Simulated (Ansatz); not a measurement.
ZrO2, pressure series

The parent structure is ZrO2 (space group P4_2/nmc, No. 137; a = 3.584 Å, c = 5.177 Å).

Cell and atoms are relaxed at each pressure.

Level of theory: plane-wave PAW DFT at the PBEsol level (Ansatz, a quantum-chemistry and plane-wave program, 420 eV), scalar-relativistic without spin-orbit coupling.

```json
[
 {"variant": "base", "shortest interatomic distance": "2.074 Å", "width of the top valence band": "0.92 eV", "gap character": "indirect, M–Γ (56 % along) → Γ"},
 {"variant": "pressure −1 GPa", "shortest interatomic distance": "2.074 Å", "width of the top valence band": "0.92 eV", "gap character": "indirect, M–Γ (56 % along) → Γ"},
 {"variant": "pressure 2.1 GPa", "shortest interatomic distance": "2.073 Å", "width of the top valence band": "0.94 eV", "gap character": "indirect, M–Γ (56 % along) → Γ"},
 {"variant": "pressure 4.5 GPa", "shortest interatomic distance": "2.073 Å", "width of the top valence band": "0.98 eV", "gap character": "indirect, A → Γ"},
 {"variant": "pressure 9 GPa", "shortest interatomic distance": "2.072 Å", "width of the top valence band": "1.07 eV", "gap character": "indirect, A → Γ"},
 {"variant": "pressure 15 GPa", "shortest interatomic distance": "2.072 Å", "width of the top valence band": "1.19 eV", "gap character": "indirect, A → Γ"},
 {"variant": "pressure 22.5 GPa", "shortest interatomic distance": "2.074 Å", "width of the top valence band": "1.37 eV", "gap character": "indirect, M → Γ"},
 {"variant": "pressure 30 GPa", "shortest interatomic distance": "?", "width of the top valence band": "?", "gap character": "indirect, M → Γ"}
]
```

**Question.** Some entries are withheld; estimate them.

**Answer.** 
- pressure 30 GPa, shortest interatomic distance: 2.079 Å
- pressure 30 GPa, width of the top valence band: 1.56 eV

Load acts through the strain it causes; cell and atoms are relaxed under it. Whether these cells are dynamically stable was not tested. Competing high-pressure phases were not computed. This is not the structure that ZrO2 has at room temperature and ambient pressure.
